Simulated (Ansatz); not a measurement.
**Response to strain in CdSe**

Consider CdSe in the zinc blende structure (space group F-43m, No. 216; a = 6.007 Å).

Strains are applied to the cell and any free atomic positions relax.

Computed with Ansatz (a quantum-chemistry and plane-wave program), LDA, PAW, cutoff 420 eV, no spin-orbit coupling.

Notes on the quantities. energy relative to the base: free energy F.

| isotropic strain (%) | energy relative to the base (meV/atom) |
|---|---|
| -3 | 44.5 |
| -2.5 | 30.3 |
| -2 | 19.1 |
| -1.5 | 10.5 |
| 0 | 0.0 |
| 0.5 | 1.1 |
| 2 | 16.4 |
| 2.5 | ? |
| 3 | 35.5 |

Question: Fit ΔE = Aε² + Bε³ (ε in %) to the rows shown and predict the withheld row.

Answer: Least squares on the printed values gives A = 4.44 and B = -0.17 meV/atom (largest residual 0.1 meV/atom); this predicts 25.2 meV/atom, and the run gives 25.1 meV/atom, in agreement.

Stability against distortions was not tested.
